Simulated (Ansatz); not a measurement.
Worked example: self-consistent single point of TcN (P4_2/mmc, 4 atoms in the cell) in Ansatz (a quantum-chemistry and plane-wave program).

Computed with PBEsol, PAW files (plane waves; Ansatz).

The change in words: lattice scaled by 0.98. Reference geometry:
```
TcN
1.0
    2.66149     0.00000     0.00000
    0.00000     2.66149     0.00000
    0.00000     0.00000     6.02184
Tc N
2 2
Cartesian
  1.33074   0.00000   3.01092
  0.00000   1.33074   0.00000
  0.00000   0.00000   4.51638
  0.00000   0.00000   1.50546
```

Reference input (self-consistent single point, DFT, PBEsol, plane waves, PAW files): kpoints.mp_grid.grid = 8 8 4; hamiltonian.xc = pbesol; hamiltonian.pseudopotentials = {kind: paw} (the program's default PAW files); scf.occupations.method = fermi_dirac; scf.occupations.width = 0.1 eV. This run's input differs from it in these lines:

```diff
@@ -2,5 +2,5 @@
   lattice:
-    - [2.661486, 0.000000, 0.000000]
-    - [0.000000, 2.661486, 0.000000]
-    - [0.000000, 0.000000, 6.021845]
+    - [2.608256, 0.000000, 0.000000]
+    - [0.000000, 2.608256, 0.000000]
+    - [0.000000, 0.000000, 5.901408]
   atoms:
```

Log, with long lists cut:

```
SCF iter   1: F=—  HF=-11431.417680 eV  |F-HF|=—  |Δ(HF+E_count)|=         —  Δρ=5.98e-2  dr2=9.65e-1  ethr=3.10e-3  ⟨swp⟩=5.1  Hψ=4493  notcnv=0
all-band conjugate gradients solve this SCF's bands
preconditioner: auto → Kerker (q_TF=auto, 2.727 Å⁻¹)
SCF iter   2: F=—  HF=-11431.272925 eV  |F-HF|=—  |Δ(HF+E_count)|=   1.45e-1  Δρ=3.38e-2  dr2=3.06e-1  ethr=2.41e-3  ⟨swp⟩=1.8  Hψ=1508  notcnv=0
SCF iter   3: F=—  HF=-11431.199095 eV  |F-HF|=—  |Δ(HF+E_count)|=   7.38e-2  Δρ=5.79e-3  dr2=1.28e-2  ethr=7.65e-4  ⟨swp⟩=2.0  Hψ=1794  notcnv=0
SCF iter   4: F=—  HF=-11431.196905 eV  |F-HF|=—  |Δ(HF+E_count)|=   2.19e-3  Δρ=1.14e-3  dr2=3.64e-4  ethr=3.21e-5  ⟨swp⟩=2.3  Hψ=1756  notcnv=0
SCF iter   5: F=—  HF=-11431.196918 eV  |F-HF|=—  |Δ(HF+E_count)|=   1.29e-5  Δρ=2.07e-4  dr2=1.67e-5  ethr=9.11e-7  ⟨swp⟩=2.1  Hψ=1717  notcnv=0
SCF iter   6: F=—  HF=-11431.196934 eV  |F-HF|=—  |Δ(HF+E_count)|=   1.64e-5  Δρ=5.06e-5  dr2=8.79e-7  ethr=4.18e-8  ⟨swp⟩=2.4  Hψ=1479  notcnv=0
SCF iter   7: F=-11431.196934 eV  HF=-11431.196934 eV  |F-HF|=4.97e-9  |Δ(HF+E_count)|=   1.96e-8  Δρ=1.10e-5  dr2=3.95e-8  ethr=2.50e-10  ⟨swp⟩=5.6  Hψ=4389  notcnv=0
SCF 1 converged in 7 iterations: F = -11431.196934 eV  dr2 = 3.95e-8
Free energy (F): -11431.196934 eV
Internal energy: -11431.099488 eV  (E = F + TS)
E sigma→0 (E₀):  -11431.148211 eV
Entropy (-TS):   -0.097446 eV (-24.361 meV/atom)
Fermi energy:    19.455571 eV
--- Forces (eV/Å), atoms counted from 1 ---
  atom   1  Tc     0.00000000     0.00000000     0.00000000
   [... zero for the other atoms too ...]
--- Stress (GPa, compression-positive) ---
       25.964717       0.000000       0.000000
        0.000000      25.964717       0.000000
        0.000000       0.000000      38.920193
  P = ⅓ Tr σ = 30.2832 GPa (302.832 kbar)
  The stress holds the Pulay correction. Without it, at fixed plane waves, as pw.x and ABINIT print it: P = 30.2624 GPa
```

The run converged in 7 iterations. Against the reference run the free energy goes up by 68.5 meV/atom and the pressure goes from 5.98 to 30.28 GPa.

The starting cell comes from a database of computed structures (which also holds hypothetical and non-ambient phases and stackings), without a prior relaxation at this level. Its lattice was rescaled by a random factor within 2.5 % of one. For this run, on top of that: lattice scaled by 0.98. Spin polarisation is off. With a pressure of about 30 GPa the cell is away from its equilibrium volume at this level. Ansatz's pressure includes its estimate of the finite-basis (Pulay) stress.

Keys are those of Ansatz 0.2.
